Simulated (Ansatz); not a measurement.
A working Ansatz (an electronic-structure program) input for HgTe (P4/nmm, 4 atoms in the cell) (DFT, PBE, plane waves, default PAW files):

Ansatz 0.2 input:
```yaml
crystal:
  lattice:
    - [4.888975, 0.000000, 0.000000]
    - [0.000000, 4.888975, 0.000000]
    - [0.000000, 0.000000, 6.160515]
  atoms:
    - { symbol: Hg, position_ang: [2.444488, 0.000000, 1.458810] }
    - { symbol: Hg, position_ang: [0.000000, 2.444488, 4.701705] }
    - { symbol: Te, position_ang: [0.000000, 0.000000, 0.000000] }
    - { symbol: Te, position_ang: [2.444488, 2.444488, 0.000000] }
basis:
  ecutwfc: 30.9 Ry
kpoints:
  mp_grid: { grid: [5, 5, 4] }
hamiltonian:
  xc: pbe
  pseudopotentials: { kind: paw }
scf:
  occupations: { method: cold, width: 0.0073 Ry }
output:
  forces: true
  eigenvalues: true
  stress: true
```

The run converged in 7 iterations: free energy E − TS (on the zero of these files) -41584.4725 eV; Fermi level (on the code's own zero) 7.85 eV; pressure 7.18 GPa; largest force (vector length) 1.662 eV/Å. Each of these slips is then made, one at a time:

(1)
```diff
-  xc: pbe
+  xc: PBE96
```

(2)
```diff
+  convergence: { dr2_threshold: 1.0e-01 eV }
```

(3)
```diff
+  max_iter: 2
```

Q: What happens in each case?

A: 
(1) A value that the program does not know. The program stopped before any SCF iteration.
```
Error: YAML parse error: error: line 16 column 7: hamiltonian.xc: unknown variant `PBE96`, expected one of `lda`, `lda-pw`, `pw92`, `pbe`, `pbesol`, `rpbe`, `revpbe`, `blyp`, `pbe0`, `revpbe0`, `b3lyp`, `b3lyp5`, `hse06`, `wpbeh`, `hiss`, `lc_wpbe`, `cam_b3lyp`, `hf`, `r2scan`, `r2scanh`, `r2scan0`, `r2scan50`, `mr2scan`
  --> <input>:16:7
   |
14  [...]
```

(2) A convergence threshold that is too loose. The run converged in 2 iterations without an error; against the sound input the free energy hardly moves (within 1 meV/atom), the pressure hardly changes (7.18 to 7.19 GPa) and the largest force goes from 1.662 to 1.680 eV/Å.

(3) An iteration limit that is too low. The run ended unconverged after 2 iterations.
```
did not converge after 2 iterations: dr2 = 4.88e-3 (threshold 1.00e-7), under the density mixer `msr1`, which `scf.mixing.algorithm: auto` chose by the deck's other keys (type `scf.mixing.algorithm: msr1` to keep it); raise `scf.max_iter`, which need not help a stalled SCF, or adjust the mixing (`scf.mixing`) or, under a smearing, its width (`scf.o [...]
```

The starting cell was generated: these elements placed on a structure prototype, without a prior relaxation; it need not be a known phase or ordering of this composition. Its lattice was rescaled by a random factor within 2.5 % of one. In the base run, with a pressure of about 7 GPa the cell is away from its equilibrium volume at this level. In the base run, forces exceed 1 eV/Å. Ansatz's pressure includes its estimate of the finite-basis (Pulay) stress. The run gives no clean gap (levels at the Fermi energy touch, overlap or are partly filled at this smearing), which alone does not show that the compound is a metal.

Left out of this page: 4 runs of the series outside the window shown, repeating another row's setting, or not comparable.
